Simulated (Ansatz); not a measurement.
ZrGe (model structure, started from the CoSn type, P6/mmm, No. 191, 6 atoms in the cell): properties by level of theory

```
level (code)         lattice constant a (Å)  lattice parameter c (Å)
-------------------  ----------------------  -----------------------
PBE (Ansatz)                          6.296                    4.123
PBEsol (Ansatz)                       6.206                      ___
PBE-D3(BJ) (Ansatz)                   6.213                    4.101
```

Task: Some entries are withheld; supply them.

Result: 
- PBEsol (Ansatz, a first-principles code), lattice parameter c (Å): 4.092

Caveats: a distance lies near a switch of the dispersion term, which can move the cell (PBE-D3(BJ)). Ansatz's density-functional and Hartree–Fock values are scalar-relativistic unless marked +SOC, with PAW data made under PBE.

The computed numbers hold no vibrational or temperature effects.

A model structure was made by putting elements into a prototype or built by hand; it is no filed structure, need not be a known phase, and can be a saddle point held by its symmetry.
